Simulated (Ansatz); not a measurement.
Levels about the gap of amorphous Si10Al16O44 (70 atoms in a cell of 896 Å³, 2.63 g/cm³; zone centre alone, so wide bands show as single levels with stretches between that a denser mesh fills), at the geometry that PBE relaxed, where it gives 0.1 GPa on a denser mesh. The participation number counts the atoms over which a state spreads; weights are charges in smoothed Voronoi cells. The levels come from a single point, so bond lengths are those of that geometry. Method of the levels: r2SCAN, scalar-relativistic without spin-orbit coupling (Ansatz, an electronic-structure program). Sampling: the zone centre alone; Fermi-Dirac width 0.02 eV; no spin polarisation. At PBE the levels at the filled edge of the gap are localised (band-tail or defect states).

Preparation: random packing, a CHGNet melt and quench, and a DFT relaxation. O atoms were pushed apart under 1.9 Å during the dynamics, to hinder bonds among them. The hot cell started wider than the set density and was brought back towards it in steps. It is the lowest in DFT energy of 8 quenches. It is a model cell: composition and starting density were chosen by hand, and all elements were melted together. No dispersion term was used. Its density started from a set value of 2.67 and ended at 2.63 g/cm³. The quench (nominally 280 K/ps over its main leg) was far faster than any real one, so the model tends to hold more defects than a real film. A cell of this size samples the disorder only roughly. Volume and shape were free in the relaxation.

```json
[
 {"E - E(highest filled), eV": "-0.34", "filling": "filled", "participation number": "11.7", "largest on": "O, 2 neighbours", "weight O": "0.95", "weight Al": "0.04", "weight Si": "0.01"},
 {"E - E(highest filled), eV": "-0.30", "filling": "filled", "participation number": "16.7", "largest on": "O, 2 neighbours", "weight O": "0.95", "weight Al": "0.03", "weight Si": "0.02"},
 {"E - E(highest filled), eV": "-0.23", "filling": "filled", "participation number": "16.2", "largest on": "O, 2 neighbours", "weight O": "0.96", "weight Al": "0.03", "weight Si": "0.02"},
 {"E - E(highest filled), eV": "-0.16", "filling": "filled", "participation number": "15.1", "largest on": "O, 3 neighbours", "weight O": "0.96", "weight Al": "0.03", "weight Si": "0.01"},
 {"E - E(highest filled), eV": "-0.11", "filling": "filled", "participation number": "8.2", "largest on": "O, 2 neighbours", "weight O": "0.96", "weight Al": "0.02", "weight Si": "0.02"},
 {"E - E(highest filled), eV": "-0.09", "filling": "filled", "participation number": "9.9", "largest on": "O, 2 neighbours", "weight O": "0.95", "weight Al": "0.03", "weight Si": "0.02"},
 {"E - E(highest filled), eV": "0.00", "filling": "filled", "participation number": "4.6", "largest on": "O, 2 neighbours", "weight O": "0.95", "weight Al": "0.02", "weight Si": "0.03"},
 {"E - E(highest filled), eV": "4.73", "filling": "empty", "participation number": "50.1", "largest on": "Al, 4 neighbours", "weight O": "0.62", "weight Al": "0.30", "weight Si": "0.09"},
 {"E - E(highest filled), eV": "6.48", "filling": "empty", "participation number": "17.2", "largest on": "Al, 4 neighbours", "weight O": "0.56", "weight Al": "0.34", "weight Si": "0.10"},
 {"E - E(highest filled), eV": "6.66", "filling": "empty", "participation number": "33.3", "largest on": "Al, 5 neighbours", "weight O": "0.60", "weight Al": "0.28", "weight Si": "0.12"},
 {"E - E(highest filled), eV": "6.90", "filling": "empty", "participation number": "37.8", "largest on": "Al, 4 neighbours", "weight O": "0.65", "weight Al": "0.29", "weight Si": "0.06"},
 {"E - E(highest filled), eV": "7.16", "filling": "empty", "participation number": "36.4", "largest on": "Al, 4 neighbours", "weight O": "0.63", "weight Al": "0.32", "weight Si": "0.05"},
 {"E - E(highest filled), eV": "7.39", "filling": "empty", "participation number": "40.5", "largest on": "Al, 4 neighbours", "weight O": "0.63", "weight Al": "0.29", "weight Si": "0.08"},
 {"E - E(highest filled), eV": "7.41", "filling": "empty", "participation number": "46.6", "largest on": "Al, 5 neighbours", "weight O": "0.61", "weight Al": "0.28", "weight Si": "0.11"}
]
```

Most localised among these is the filled level at +0.00 eV, on a O atom, which has 2 neighbours (Si 1.62 Å, Al 1.75 Å).
